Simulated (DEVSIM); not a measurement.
Structure: Schottky contact on n-type GaP, at 300 K.

Layer 1 from the left is GaP, thickness (μm) 1.00, Nd (cm⁻³) 2.3e16, τn (s) 2.5e-6, τp (s) 2.5e-6.

Left contact: Schottky, work function 5.54 eV, emission velocity 1.2e7 cm/s. Right contact: ohmic. Voltage is applied to the left contact. Recombination: SRH at mid-gap. Mobility is constant in doping.

Constants are typed, rounded textbook-type inputs, not results; the design itself was drawn at random and stands for no fabricated device. Values at 300 K.

GaP: gap (eV) 2.26, affinity (eV) 3.8, permittivity 11.1, Nc (cm⁻³) 1.8e19, Nv (cm⁻³) 1.9e19, μn (cm²/Vs) 250, μp (cm²/Vs) 150.

Model (solved in DEVSIM): 1D drift-diffusion, Boltzmann statistics, complete ionisation; no tunnelling, impact ionisation, image-force lowering or self-heating. Metal contacts follow the ideal Schottky-Mott rule: no Fermi-level pinning, no interface dipoles.

Dark forward current:

| |V| (V) | |J| (A/cm²) |
|---|---|
| 0.55 | 2.288e-13 |
| 0.60 | 1.555e-12 |
| 0.65 | 1.061e-11 |
| 0.70 | 7.251e-11 |
| 0.75 | 4.953e-10 |
| 0.80 | 3.381e-9 |
| 0.85 | 2.305e-8 |
| 0.90 | 1.569e-7 |
| 0.95 | 1.066e-6 |
| 1.00 | 7.230e-6 |
| 1.05 | 4.890e-5 |
| 1.10 | 0.0003296 |
| 1.15 | 0.002212 |
| 1.20 | 0.01475 |
| 1.25 | 0.09759 |
| 1.30 | 0.6364 |
| 1.35 | 4.024 |
| 1.40 | 23.16 |
| 1.45 | 101.5 |
| 1.50 | 286.8 |
| 1.55 | 565.3 |
| 1.60 | 901.1 |
| 1.65 | 1271 |
| 1.70 | 1662 |
| 1.75 | 2068 |

Question: Work out the local ideality factor n = ΔV / (kT/q · ln(J2/J1)) between the rows 0.55 and 0.60 V, 0.65 and 0.70 V, 1.70 and 1.75 V.

Answer: kT/q = 25.85 mV. From 0.55 to 0.60 V: ln(1.555e-12/2.288e-13) = 1.916, n = 1.01, near the 1 of diffusion or emission over a barrier. From 0.65 to 0.70 V: ln(7.251e-11/1.061e-11) = 1.922, n = 1.01, near the 1 of diffusion or emission over a barrier. From 1.70 to 1.75 V: ln(2068/1662) = 0.219, n = 8.85; the layers' resistance at their doping, Σ W/(qμN) = 0.00011 Ω cm², would take 44 mV of this step of 50 mV.

Question: Estimate the current at 0.95 V for emission alone, J0 = q v N_band exp(−φB/kT), and read the barrier back from the simulated current.

Answer: φB = 1.740 eV, N_band = 1.80e19 cm⁻³, J0 = 2.02e-22 A/cm²; J = J0 (exp(qV/kT) − 1) = 1.85e-6 A/cm². The simulation gives 1.07e-6 A/cm²; the estimate lies 73 % above. Read backwards, the simulated current gives an apparent barrier of 1.754 eV. The estimate leaves out transport through the depletion region and minority injection.
